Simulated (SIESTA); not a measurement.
**Worked example: self-consistent single point of CsSnI3 (Pm-3m, 5 atoms in the cell) in SIESTA**

Level of theory: GGA PBE, numerical atomic orbitals DZP, PseudoDojo PBE standard norm-conserving potentials (rewritten from UPF to PSML) in SIESTA.

This input was run:

```
# files in the folder: Cs.psml Sn.psml I.psml (PseudoDojo PBE standard)
SystemName  CsSnI3
SystemLabel cssni3

NumberOfAtoms                5
NumberOfSpecies              3
%block ChemicalSpeciesLabel
  1 55 Cs
  2 50 Sn
  3 53 I
%endblock ChemicalSpeciesLabel
LatticeConstant              6.238660 Ang
%block LatticeVectors
     1.000000000    0.000000000    0.000000000
     0.000000000    1.000000000    0.000000000
     0.000000000    0.000000000    1.000000000
%endblock LatticeVectors
AtomicCoordinatesFormat      Ang
%block AtomicCoordinatesAndAtomicSpecies
     0.000000000    0.000000000    0.000000000  1
     3.119330000    3.119330000    3.119330000  2
     3.119330000    0.000000000    3.119330000  3
     0.000000000    3.119330000    3.119330000  3
     3.119330000    3.119330000    0.000000000  3
%endblock AtomicCoordinatesAndAtomicSpecies

XC.functional                GGA
XC.authors                   PBE
PAO.BasisSize                DZP
PAO.EnergyShift              0.01 Ry
MeshCutoff                   350 Ry
%block kgrid.MonkhorstPack
    4   0   0  0.0
    0   4   0  0.0
    0   0   4  0.0
%endblock kgrid.MonkhorstPack
OccupationFunction           FD
ElectronicTemperature        50.0 meV

MaxSCFIterations             150
SCF.Mixer.Method             Pulay
SCF.Mixer.Weight             0.25
SCF.Mixer.History            8
SCF.DM.Tolerance             1.0E-05
Diag.ParallelOverK           true
WriteForces                  true
```

The program printed (abridged):

```
reinit: Reading from file input.fdf

reinit: System Name: CsSnI3
reinit: System Label: cssni3

coor:   Atomic-coordinates input format  =     Cartesian coordinates
coor:                                          (in Angstroms)

siesta: Atomic coordinates (Bohr) and species
siesta:      0.00000   0.00000   0.00000  1        1
siesta:      5.89468   5.89468   5.89468  2        2
siesta:      5.89468   0.00000   5.89468  3        3
siesta:      0.00000   5.89468   5.89468  3        4
siesta:      5.89468   5.89468   0.00000  3        5

siesta: System type = bulk

initatomlists: Number of atoms, orbitals, and projectors:      5    66   146

siesta: ******************** Simulation parameters ****************************
redata: Spin configuration                          = none
redata: Time-Reversal Symmetry                      = T
redata: Number of Atomic Species                    =        3
redata: Mesh Cutoff                                 =   350.0000 Ry
redata: Net charge of the system                    =     0.0000 |e|
redata: Min. number of SCF Iter                     =        0
redata: Max. number of SCF Iter                     =      150
redata: SCF convergence failure will abort job
redata: SCF mix quantity                            = Hamiltonian
redata: Mix DM or H after convergence               =   F
redata: Recompute H after scf cycle                 =   F
redata: Mix DM in first SCF step                    =   T
redata: No kicks to SCF
redata: DM Mixing Weight for Kicks                  =     0.5000
redata: Require Harris convergence for SCF          =   F
redata: Harris energy tolerance for SCF             =     0.000100 eV
redata: Require DM convergence for SCF              =   T
redata: DM tolerance for SCF                        =     0.000010
redata: Require EDM convergence for SCF             =   F
redata: EDM tolerance for SCF                       =     0.001000 eV
redata: Require H convergence for SCF               =   T
redata: Hamiltonian tolerance for SCF               =     0.001000 eV
redata: Require (free) Energy convergence for SCF   =   F
redata: (free) Energy tolerance for SCF             =     0.000100 eV
redata: Using DFT-D3 dispersion                     =   F
redata: Using Saved Data (generic)                  =   F
redata: Method of Calculation                       = Diagonalization
redata: Electronic Temperature                      =   580.2259 K
redata: Number of TDED substeps                     =        3
redata: Dynamics option                             = Single-point calculation
redata: Save all siesta data in one NC              =   F
redata: ***********************************************************************

%block SCF.Mixers
  Pulay
%endblock SCF.Mixers

%block SCF.Mixer.Pulay
  # Mixing method
  method pulay
  variant stable

  # Mixing options
  weight 0.2500
  weight.linear 0.2500
  history 8
%endblock SCF.Mixer.Pulay

DM_history_depth set to one: no extrapolation allowed by default for geometry relaxation
Size of DM history Fstack: 1
Total number of electrons:    44.000000
Total ionic charge:    44.000000

* ProcessorY, Blocksize:    1  64

* Orbital distribution balance (max,min):    66    66

k-point displ. along   1 input, could be:     0.00    0.50
k-point displ. along   2 input, could be:     0.00    0.50
k-point displ. along   3 input, could be:     0.00    0.50
 Kpoints in:           48 . Kpoints trimmed:           44

siesta: k-grid: Number of k-points = 44
siesta: k-points from Monkhorst-Pack grid
siesta: k-cutoff (effective) =    12.477 Ang
siesta: k-point supercell and displacements
siesta: k-grid:     4     0     0      0.000
siesta: k-grid:     0     4     0      0.000
siesta: k-grid:     0     0     4      0.000

diag: Algorithm                                     = D&C
diag: Parallel over k                               =   F
diag: Use parallel 2D distribution                  =   F
diag: Parallel block-size                           = 64
diag: Parallel distribution                         =     1 x     1
diag: Used triangular part                          = Lower
diag: Absolute tolerance                            =  0.100E-15
diag: Orthogonalization factor                      =  0.100E-05
diag: Memory factor                                 =  1.0000

superc: Internal auxiliary supercell:     5 x     5 x     5  =     125
superc: Number of atoms, orbitals, and projectors:    625   8250  18250

                        Single-point calculation

superc: Internal auxiliary supercell:     5 x     5 x     5  =     125
superc: Number of atoms, orbitals, and projectors:    625   8250  18250

outcell: Unit cell vectors (Ang):
        6.238660    0.000000    0.000000
        0.000000    6.238660    0.000000
        0.000000    0.000000    6.238660

outcell: Cell vector modules (Ang)   :    6.238660    6.238660    6.238660
outcell: Cell angles (23,13,12) (deg):     90.0000     90.0000     90.0000
outcell: Cell volume (Ang**3)        :    242.8141
new_DM -- step:     1
Initializing Density Matrix...

Attempting to read DM from file... Failed...
DM filled with atomic data:

InitMesh: MESH = 72 x 72 x 72 = 373248
InitMesh: Mesh cutoff (required, used) =   350.000   368.116 Ry

stepf: Fermi-Dirac step function

        iscf     Eharris(eV)        E_KS(eV)     FreeEng(eV)     dDmax    Ef(eV) dHmax(eV)
   scf:    1    -3842.097945    -3836.091521    -3836.091896  0.751328 -2.842050  4.825005
   scf:    2    -3836.727046    -3836.431641    -3836.432314  0.036738 -3.127384  2.769051
   scf:    3    -3836.666622    -3836.584253    -3836.585605  0.051609 -3.494251  0.406765
   scf:    4    -3836.596216    -3836.592276    -3836.593098  0.014739 -3.499528  0.172467
   scf:    5    -3836.592694    -3836.592818    -3836.593730  0.002566 -3.523531  0.042659
   scf:    6    -3836.593140    -3836.593018    -3836.593857  0.001483 -3.510521  0.008147
   scf:    7    -3836.593019    -3836.593019    -3836.593855  0.000355 -3.510690  0.011185
   scf:    8    -3836.593014    -3836.593017    -3836.593860  0.000120 -3.511919  0.002485
   scf:    9    -3836.593014    -3836.593016    -3836.593860  0.000054 -3.512291  0.000164
mix: Pulay -- inversion failed, > SVD [rank/size] 5 / 7
   scf:   10    -3836.593016    -3836.593016    -3836.593860  0.000003 -3.512268  0.000005

SCF Convergence by DM+H criterion
max |DM_out - DM_in|         :     0.0000028647
max |H_out - H_in|      (eV) :     0.0000054824
SCF cycle converged after 10 iterations

Using DM_out to compute the final energy and forces

siesta: E_KS(eV) =            -3836.5930

siesta: E_KS - E_eggbox =     -3836.5930

siesta: Atomic forces (eV/Ang):
     1    0.000000    0.000000   -0.000000
     2    0.000000    0.000000   -0.000000
     3   -0.000000    0.000000    0.000000
     4   -0.000000   -0.000000    0.000000
     5   -0.000000    0.000000    0.000000
   Tot    0.000000    0.000000    0.000000
   Max    0.000000
   Res    0.000000    sqrt( Sum f_i^2 / 3N )
   Max    0.000000    constrained

Stress tensor Voigt[x,y,z,yz,xz,xy] (kbar):       -3.01       -3.01       -3.01        0.00        0.00       -0.00
(Free)E + p*V (eV/cell)    -3836.1378
Target enthalpy (eV/cell)    -3836.5939

siesta: Program's energy decomposition (eV):
siesta: Ebs     =      -623.790653
siesta: Eions   =      4428.781507
siesta: Ena     =       824.860101
siesta: Ekin    =      1679.925658
siesta: Enl     =      -819.087648
siesta: Eso     =         0.000000
siesta: Edftu   =         0.000000
siesta: DEna    =        19.037271
siesta: DUscf   =         0.777358
siesta: DUext   =         0.000000
siesta: Ex      =     -1031.602010
siesta: Ec      =       -81.722239
siesta: Exc     =     -1113.324249
siesta: Eharris =     -3836.593016
siesta: Etot    =     -3836.593016
siesta: FreeEng =     -3836.593860

siesta: Stress tensor (static) (eV/Ang**3):
siesta:    -0.001878   -0.000000    0.000000
siesta:    -0.000000   -0.001878    0.000000
siesta:     0.000000    0.000000   -0.001878

siesta: Cell volume =        242.814128 Ang**3

siesta: Pressure (static):
siesta:                Solid            Molecule  Units
siesta:           0.00002046          0.00002046  Ry/Bohr**3
siesta:           0.00187822          0.00187822  eV/Ang**3
siesta:           3.00923266          3.00923266  kBar
```

The run converged in 10 iterations.

The starting cell has typed, rounded lattice constants, without a prior relaxation at this level. Its lattice was rescaled by up to half a per cent. Values carry the incompleteness of an atom-centred basis.

Cost on one core of a shared machine: roughly 60 s.
